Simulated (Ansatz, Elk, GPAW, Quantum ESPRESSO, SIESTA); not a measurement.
# One structure in several programs: BaGaSi (P1, 3 atoms in the cell)

Self-consistent single point, at a second geometry (atoms moved at random). First geometry:

```xyz
3
Lattice="4.2836 0.0000 0.0000 -2.1418 3.7097 0.0000 0.0000 0.0000 5.2381" Properties=species:S:1:pos:R:3 pbc="T T T"
Ba     0.0000     0.0000     0.0000
Ga     0.0000     2.4731     2.6191
Si     2.1418     1.2366     2.6191
```

Second geometry:
```xyz
3
Lattice="4.2836 0.0000 0.0000 -2.1418 3.7097 0.0000 0.0000 0.0000 5.2381" Properties=species:S:1:pos:R:3 pbc="T T T"
Ba    -0.0002     0.0017    -0.0219
Ga    -0.0434     2.4152     2.5799
Si     2.1854     1.2928     2.6800
```

Shared settings, as Ansatz (a program for electronic structure) writes them: kpoints.mp_grid.grid = 7 7 5; scf.occupations.method = fermi_dirac; scf.occupations.width = 0.1 eV. Potentials and cutoffs stand in the table.

| code | model | ΔF from the first geometry (meV/atom) | pressure (GPa) | largest force (eV/Å) | cutoff |
|---|---|---|---|---|---|
| Elk | PBEsol, all-electron FP-LAPW, Elk's shipped species files, APW+lo basis with extra local orbitals | 28.3 | – | – | rgkmax 7.5 |
| Quantum ESPRESSO | PBEsol, PseudoDojo standard norm-conserving (PBESOL) pseudopotentials | 28.3 | -2.67 | 1.198 | 80 Ry |
| SIESTA | GGA PBEsol, numerical atomic orbitals DZP, PseudoDojo PBEsol standard norm-conserving potentials (rewritten from UPF to PSML) | 31.6 | 2.04 | 1.304 | grid 400 Ry |
| Ansatz | PBEsol, PAW files made with PBE | 28.3 | -2.67 | 1.196 | default |
| GPAW | PBEsol, GPAW PAW datasets PBEsol (made by gpaw-setup) | 30.9 | -1.93 | 1.317 | 550 eV |

Size of the force on each atom (eV/Å): Sizes of forces hide their directions.

| code | Ba1 | Ga2 | Si3 |
|---|---|---|---|
| Quantum ESPRESSO | 0.093 | 1.198 | 1.190 |
| SIESTA | 0.208 | 1.295 | 1.304 |
| Ansatz | 0.093 | 1.196 | 1.189 |
| GPAW | 0.097 | 1.317 | 1.309 |

A dash marks a value that a program does not give, or that is left out as unsure.

The spread over the programs that give each value: ΔF from the first geometry within 3.3 meV/atom; pressure within 4.71 GPa; largest force within 0.121 eV/Å.

SIESTA uses small atom-centred bases, whose incompleteness enters pressures, forces and empty levels differently from a plane-wave cutoff. Elk treats all electrons, but the usual bases taken here (sphere radii, linearisation, local orbitals, empty states) were not tested for convergence, so the values are no reference for the others. Ansatz's pressure is given at a fixed set of plane waves, as the other plane-wave codes print theirs. In the pressure, SIESTA (by 4.71) lies more than 1 GPa from the median of the plane-wave programs. In the force vectors, SIESTA (by 0.134) and GPAW (by 0.120) lie more than 0.08 eV/Å from the median of the plane-wave programs.

The starting cell comes from a database of computed structures (which also holds hypothetical and non-ambient phases and stackings), without a prior relaxation at this level. Its lattice was rescaled by a random factor within 2.5 % of one. For this run, on top of that: atoms moved at random.

Left out of this page: CP2K (unsound by tests on forces, stress, charge or solver warnings).

Keys are those of Ansatz 0.2.
